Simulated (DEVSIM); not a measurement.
Structure: abrupt Ge n-p junction, at 300 K.

Layer 1 from the left is Ge, thickness (μm) 5.00, Nd (cm⁻³) 2.9e18, τn (s) 3.5e-7, τp (s) 3.5e-7. Layer 2 from the left is Ge, thickness (μm) 8.20, Na (cm⁻³) 2.1e17, τn (s) 3.5e-7, τp (s) 3.5e-7.

Left contact: ohmic. Right contact: ohmic. Voltage is applied to the left contact. Recombination: SRH at mid-gap, radiative. Mobility is μmin + (μ − μmin)/(1 + (N/Nref)^α).

The device is made up for the run: typed textbook-type constants, with dimensions and the other settings drawn at random. Values at 300 K.

Ge: gap (eV) 0.664, affinity (eV) 4, permittivity 16, Nc (cm⁻³) 1.04e19, Nv (cm⁻³) 6e18, μn (cm²/Vs) 3900, μp (cm²/Vs) 1900, μn,min 150, μp,min 100, Nref,n 2.6e17, Nref,p 4e17, αn 0.56, αp 0.6, B (cm³/s) 6.4e-14.

DEVSIM, 1D drift-diffusion, Boltzmann statistics, complete ionisation; no tunnelling, impact ionisation, image-force lowering or self-heating.

### Question
What does the simulation give for the dark forward voltage at 100 A/cm², the largest field in the device at zero bias, the potential step across the device at zero bias, the dark forward voltage at 1 A/cm²?

### Answer
dark forward voltage at 100 A/cm² 0.395 V; largest field in the device at zero bias 150000 V/cm; potential step across the device at zero bias 0.544 V; dark forward voltage at 1 A/cm² 0.276 V.
